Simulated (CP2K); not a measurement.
Input and output of a self-consistent single point for TiB2 (P6/mmm, 3 atoms in the cell) (CP2K).

Method of the run: PBEsol, GPW, DZVP-MOLOPT-SR-GTH basis, GTH-PBE potentials (GTH_POTENTIALS) run with CP2K.

```yaml
crystal:
  lattice:
    - [3.02593, 0.00000, 0.00000]
    - [-1.51296, 2.62053, 0.00000]
    - [0.00000, 0.00000, 3.22877]
  atoms:
    - { symbol: Ti, position: [0.00000, 0.00000, 0.00000] }
    - { symbol: B, position: [0.33333, 0.66667, 0.50000] }
    - { symbol: B, position: [0.66667, 0.33333, 0.50000] }
```

Reference input (self-consistent single point, DFT PBE, GPW, DZVP-MOLOPT-SR-GTH basis, GTH-PBE potentials (GTH_POTENTIALS)): CUTOFF = 600 Ry; REL_CUTOFF = 60 Ry; SMEAR/METHOD = GAUSSIAN; SIGMA = 0.136 eV; KPOINTS/SCHEME = MACDONALD 8 8 7 0.0625 0.0625 0; XC_FUNCTIONAL = PBE; Ti/BASIS_SET = DZVP-MOLOPT-SR-GTH; Ti/POTENTIAL = GTH-PBE-q12; B/BASIS_SET = DZVP-MOLOPT-SR-GTH; B/POTENTIAL = GTH-PBE-q3; METHOD = GPW; EPS_DEFAULT = 1e-10. This run's input differs from it in these lines:

```diff
@@ -42,3 +42,6 @@
     &XC
-      &XC_FUNCTIONAL PBE
+      &XC_FUNCTIONAL
+        &PBE
+          PARAMETRIZATION PBESOL
+        &END PBE
       &END XC_FUNCTIONAL
```

The program printed (abridged):

```
 SCF WAVEFUNCTION OPTIMIZATION

  Step     Update method      Time    Convergence         Total energy    Change
     1 NoMix/Diag. 0.30E+00      -     1.77475171       -64.7265515608 -6.47E+01
     2 Broy./Diag. 0.30E+00      -     0.17056867       -65.0492132116 -3.23E-01
     3 Broy./Diag. 0.30E+00      -     0.02575862       -63.8335325621  1.22E+00
     4 Broy./Diag. 0.30E+00      -     0.02240695       -63.8289016494  4.63E-03
     5 Broy./Diag. 0.30E+00      -     0.00544598       -63.9472059850 -1.18E-01
     6 Broy./Diag. 0.30E+00      -     0.00159723       -63.8775653433  6.96E-02
   [... 5 lines left out ...]
    12 Broy./Diag. 0.30E+00      -     0.00000287       -63.8791413112  7.20E-06
    13 Broy./Diag. 0.30E+00      -     0.00000195       -63.8791416805 -3.69E-07
    14 Broy./Diag. 0.30E+00      -     0.00000137       -63.8791417993 -1.19E-07
    15 Broy./Diag. 0.30E+00      -     0.00000013       -63.8791417858  1.35E-08
  *** SCF run converged in    15 steps ***

  Overlap energy of the core charge distribution:               0.00000020647619
  Self energy of the core charge distribution:               -119.01795695538600
  Core Hamiltonian energy:                                     31.25761041583895
  Hartree energy:                                              33.39419428892920
  Exchange-correlation energy:                                 -9.51297756162740
  Smearing free energy correction:                             -0.00001218002005
  Fermi energy:                                                 0.45921150288629

  Total energy:                                               -63.87914178578903
  Total energy (extrapolated to sigma->0):                    -63.87913569577901

   [... lines left out ...]

 STRESS| Analytical stress tensor [bar]
 STRESS|                        x                   y                   z
 STRESS|      x       -1.90994516370E+04   2.40745369658E+00  -1.77310216154E-10
 STRESS|      y        2.40745369658E+00  -1.90934296264E+04  -5.85021722636E-11
 STRESS|      z       -1.77310216154E-10  -5.85021722636E-11  -7.01569719744E+04
 STRESS| 1/3 Trace                                            -3.61166177459E+04
```

The run converged in 15 iterations. Against the reference run the pressure goes from 0.45 to -3.61 GPa.

The starting cell comes from a database of computed structures (which also holds hypothetical and non-ambient phases and stackings), without a prior relaxation at this level. Spin polarisation is off. Values carry the incompleteness of an atom-centred basis. The potentials were made for another functional than the one used. With a pressure of about -4 GPa the cell is away from its equilibrium volume at this level.

Cost on one core of a shared machine: roughly 40 s.
